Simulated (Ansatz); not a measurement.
Base system: Ga2O3 in the corundum structure (space group R-3c, No. 167; a = 5.000 Å, c = 13.449 Å (hexagonal axes)). Axes: x lies along a and z along c of the hexagonal cell.

Structures relaxed with PBEsol (Ansatz, a program for electronic structure, PAW, scalar-relativistic without spin-orbit coupling).

Base:

Simulated powder pattern, Cu Kα1, λ = 1.54056 Å (kinematic, ideal powder, no thermal factors, no anomalous dispersion; the 10 strongest lines at most, above 2 %, up to 2θ = 90°):

```csv
2θ (°),I/Imax (%),hkl
24.43,26,(012)
33.72,100,(104)
35.89,83,(110)
41.31,12,(113)
50.07,40,(024)
54.97,44,(116)
63.12,36,(214)
64.50,31,(300)
73.70,13,(1 0 10)
85.85,12,(134)
```

After one change:

Simulated powder pattern, Cu Kα1, λ = 1.54056 Å (kinematic, ideal powder, no thermal factors, no anomalous dispersion; the 10 strongest lines at most, above 2 %, up to 2θ = 90°):

```json
[
 {"2θ (°)": "33.42", "I/Imax (%)": "100"},
 {"2θ (°)": "33.61", "I/Imax (%)": "100"},
 {"2θ (°)": "33.78", "I/Imax (%)": "97"},
 {"2θ (°)": "36.14", "I/Imax (%)": "82"},
 {"2θ (°)": "36.36", "I/Imax (%)": "81"},
 {"2θ (°)": "36.53", "I/Imax (%)": "80"},
 {"2θ (°)": "50.05", "I/Imax (%)": "40"},
 {"2θ (°)": "50.30", "I/Imax (%)": "39"},
 {"2θ (°)": "50.64", "I/Imax (%)": "37"},
 {"2θ (°)": "63.79", "I/Imax (%)": "35"}
]
```

Problem. Which change produced these results?
A. uniaxial strain ε_zz = −5.65 %
B. biaxial strain +2.06 %, plane normal [001], relaxed out of plane
C. strain tensor (xx, yy, zz, yz, xz, xy) = (−0.66, −1.74, +1.31, −0.20, −0.51, −0.26) %
D. uniaxial strain ε_zz = +1.44 %

Solution. C, strain tensor (xx, yy, zz, yz, xz, xy) = (−0.66, −1.74, +1.31, −0.20, −0.51, −0.26) %. Its volume per atom is 9.60 Å³ against 9.71 Å³, and its space group is P-1 (No. 2).

Whether these cells are dynamically stable was not tested.
